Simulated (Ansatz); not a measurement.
Base system: TlCdBr3 in the cubic perovskite structure (space group Pm-3m, No. 221; a = 5.4626 Å; a hypothetical phase, not in the database extracts checked). Axes: x, y, z lie along the cube axes.

Method: r2SCAN/PAW in Ansatz (a quantum-chemistry and plane-wave program), without spin-orbit coupling.

Perturbation: the cell is stretched by 1.99 % along y with no lateral relaxation, atoms relaxed at fixed cell.

Predict the stress tensor and what it implies for the stiffness.

Stress of the strained cell less that of the base (GPa, compression positive):
```
  -0.35    0.00    0.00
   0.00   -1.01    0.00
   0.00    0.00   -0.35
```

Then −Δσ_ii/ε with ε = 0.0199 gives secant stiffness values (nonlinear terms included at this strain): C22 ≈ 51 GPa, C12 ≈ 17 GPa and C23 ≈ 17 GPa.

Stability against distortions was not tested. Many cubic perovskites are stable only at high temperature; tilts and polar distortions were not tested.
